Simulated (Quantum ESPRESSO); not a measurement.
Quantum ESPRESSO run on Al₆Ru (Cmcm, 14 atoms in the cell): self-consistent single point.

Method of the run: LDA (PZ), GBRV 1.5 ultrasoft (LDA) pseudopotentials (plane waves; Quantum ESPRESSO).

```
Al6Ru
1.0
    3.72977     3.26013     0.00000
   -3.72977     3.26013     0.00000
    0.00000     0.00000     8.91300
Al Ru
12 2
Direct
  0.68099   0.31901   0.00000
  0.31901   0.68099   0.00000
  0.31901   0.68099   0.50000
  0.68099   0.31901   0.50000
  0.14280   0.14280   0.90159
  0.85720   0.85720   0.09841
  0.85720   0.85720   0.40159
  0.14280   0.14280   0.59841
  0.97895   0.61723   0.75000
  0.02105   0.38277   0.25000
  0.38277   0.02105   0.25000
  0.61723   0.97895   0.75000
  0.46497   0.46497   0.75000
  0.53503   0.53503   0.25000
```

Reference input (self-consistent single point, DFT, PBEsol, plane waves, GBRV 1.5 ultrasoft (PBESOL) pseudopotentials): ecutwfc = 40 Ry; ecutrho = 320 Ry; occupations = smearing; smearing = fermi-dirac; degauss = 0.0073499 Ry; potentials = {Al: al_pbesol_v1.uspp.F.UPF, Ru: ru_pbesol_v1.2.uspp.F.UPF}; K_POINTS = automatic 7 7 4 0 0 0; conv_thr = 1e-11 Ry. This run's input differs from it in these lines:

```diff
@@ -25,4 +25,4 @@
 ATOMIC_SPECIES
-Al    26.9815  al_pbesol_v1.uspp.F.UPF
-Ru   101.0700  ru_pbesol_v1.2.uspp.F.UPF
+Al    26.9815  al_lda_v1.uspp.F.UPF
+Ru   101.0700  ru_lda_v1.2.uspp.F.UPF
 ATOMIC_POSITIONS crystal
```

Output, abridged:

```
     Self-consistent Calculation

     iteration #  1     ecut=    40.00 Ry     beta= 0.70

     negative rho (up, down):  1.401E-01 0.000E+00

     total energy              =    -468.58258571 Ry
     estimated scf accuracy    <       0.98583406 Ry

     iteration #  2     ecut=    40.00 Ry     beta= 0.70

     negative rho (up, down):  1.394E-01 0.000E+00

     total energy              =    -468.22611145 Ry
     estimated scf accuracy    <       3.52416996 Ry

     iteration #  3     ecut=    40.00 Ry     beta= 0.70

     negative rho (up, down):  1.403E-01 0.000E+00

     total energy              =    -468.83845835 Ry
     estimated scf accuracy    <       0.77701950 Ry

   [... 9 blocks of this kind left out ...]

     iteration # 13     ecut=    40.00 Ry     beta= 0.70

     negative rho (up, down):  1.411E-01 0.000E+00

     total energy              =    -468.94466058 Ry
     estimated scf accuracy    <          6.3E-10 Ry

     iteration # 14     ecut=    40.00 Ry     beta= 0.70

     negative rho (up, down):  1.411E-01 0.000E+00
     End of self-consistent calculation

     the Fermi energy is    10.1025 ev

!    total energy              =    -468.94466058 Ry
     estimated scf accuracy    <          2.0E-12 Ry
     smearing contrib. (-TS)   =      -0.00941699 Ry
     internal energy E=F+TS    =    -468.93524359 Ry

     convergence has been achieved in  14 iterations

     negative rho (up, down):  1.411E-01 0.000E+00

     Forces acting on atoms (cartesian axes, Ry/au):

     atom    1 type  1   force =    -0.00244200   -0.00000000   -0.00000000
     atom    2 type  1   force =     0.00244200    0.00000000    0.00000000
     atom    3 type  1   force =     0.00244200    0.00000000   -0.00000000
     atom    4 type  1   force =    -0.00244200    0.00000000    0.00000000
     atom    5 type  1   force =    -0.00000000    0.00061428   -0.00176588
   [... lines left out ...]
     Total force =     0.008794     Total SCF correction =     0.000002
   [... lines left out ...]

     negative rho (up, down):  1.411E-01 0.000E+00
          total   stress  (Ry/bohr**3)                   (kbar)     P=      -22.94
  -0.00019786   0.00000000   0.00000000          -29.11        0.00        0.00
   0.00000000  -0.00013182   0.00000000            0.00      -19.39        0.00
   0.00000000   0.00000000  -0.00013813            0.00        0.00      -20.32

   JOB DONE.
```

The run converged in 14 iterations. Against the reference run the pressure goes from 0.37 to -2.29 GPa and the largest force goes from 0.047 to 0.095 eV/Å.

The starting cell comes from a database of computed structures (which also holds hypothetical and non-ambient phases and stackings), without a prior relaxation at this level. Spin polarisation is off.

Cost on one core of a shared machine: roughly 10 min.
